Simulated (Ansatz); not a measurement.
## Pressure series in GeSb2Te4

The reference is GeSb$_{2}$Te$_{4}$ (space group R-3m, No. 166).

```
CELL_PARAMETERS angstrom
      2.12400     1.22629    13.39735
     -2.12400     1.22629    13.39735
      0.00000    -2.45258    13.39735
ATOMIC_POSITIONS crystal
  Ge 0.00000 0.00000 0.00000
  Sb 0.42437 0.42437 0.42437
  Sb 0.57563 0.57563 0.57563
  Te 0.13386 0.13386 0.13386
  Te 0.86614 0.86614 0.86614
  Te 0.29186 0.29186 0.29186
  Te 0.70814 0.70814 0.70814
```

Cell and atoms are relaxed at each pressure.

Level of theory: PBE-D3(BJ), PAW, 420 eV (Ansatz, a first-principles code; no spin-orbit coupling).

```json
[
 {"change": "base", "shortest interatomic distance": "2.965 Å", "c/a ratio": "9.461", "density": "6.56 g/cm³"},
 {"change": "pressure −1 GPa", "shortest interatomic distance": "2.988 Å", "c/a ratio": "9.538", "density": "6.37 g/cm³"},
 {"change": "pressure 0.9 GPa", "shortest interatomic distance": "2.947 Å", "c/a ratio": "9.442", "density": "6.69 g/cm³"},
 {"change": "pressure 2.1 GPa", "shortest interatomic distance": "2.927 Å", "c/a ratio": "9.422", "density": "6.85 g/cm³"},
 {"change": "pressure 4.5 GPa", "shortest interatomic distance": "2.889 Å", "c/a ratio": "9.431", "density": "7.12 g/cm³"},
 {"change": "pressure 9 GPa", "shortest interatomic distance": "2.828 Å", "c/a ratio": "9.696", "density": "7.57 g/cm³"},
 {"change": "pressure 15 GPa", "shortest interatomic distance": "2.764 Å", "c/a ratio": "10.133", "density": "8.11 g/cm³"},
 {"change": "pressure 22.5 GPa", "shortest interatomic distance": "2.702 Å", "c/a ratio": "11.851", "density": "8.92 g/cm³"},
 {"change": "pressure 30 GPa", "shortest interatomic distance": "2.675 Å", "c/a ratio": "13.035", "density": "9.55 g/cm³"}
]
```

The mesh was chosen for an insulator and is coarse for the gapless case. From pressure 22.5 GPa on, the axis ratios lie over 15 % from the base's, so the cell there is far from its starting form. Load acts through the strain it causes; cell and atoms are relaxed under it. Stability against distortions was not tested. Competing high-pressure phases were not computed. All final runs are without spin polarisation. The D3 term's C6 switches between coordination references near this geometry, which can add small steps to energies.
